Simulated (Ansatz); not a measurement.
WSi2 (P6₂22, No. 180, 9 atoms in the cell; start mp-8939; a measured phase of this formula has another space group), treated with r²SCAN+rVV10 in Ansatz (PAW).

Settings: plane-wave cutoff 560 eV, 18×18×8 k mesh (along the axes of the cell as run), Fermi–Dirac smearing 0.05 eV, no spin polarisation, scalar-relativistic PAW data made under PBE.

Cell (relaxed at this level):

```
WSi2
1.0
    4.57186     0.00000     0.00000
   -2.28593     3.95934     0.00000
    0.00000     0.00000     6.60053
Si W
6 3
Cartesian
  2.28593   2.66395   3.30027
 -1.16408   3.31164   5.50045
  1.12185   0.64770   1.10009
  0.00000   1.29540   3.30027
  3.45001   0.64770   5.50045
  1.16408   3.31164   1.10009
 -1.14296   1.97967   1.10009
  2.28593   0.00000   3.30027
  1.14296   1.97967   5.50045
```

Give the computed band gap, smallest direct gap on the k points sampled and Γ–Γ gap.


band gap: 0.12 eV (under three smearing widths, so not firm)
smallest direct gap on the k points sampled: 0.83 eV
Γ–Γ gap: 3.45 eV

Spin–orbit coupling is not included; it can close the smallest gap of 0.12 eV.

Static lattice: no zero-point or thermal effects.

Cost on a shared machine: very roughly 4 core-minutes.

A start named mp-… is a Materials Project structure, which need not be a measured phase.

Ansatz is a quantum-chemistry and plane-wave program.
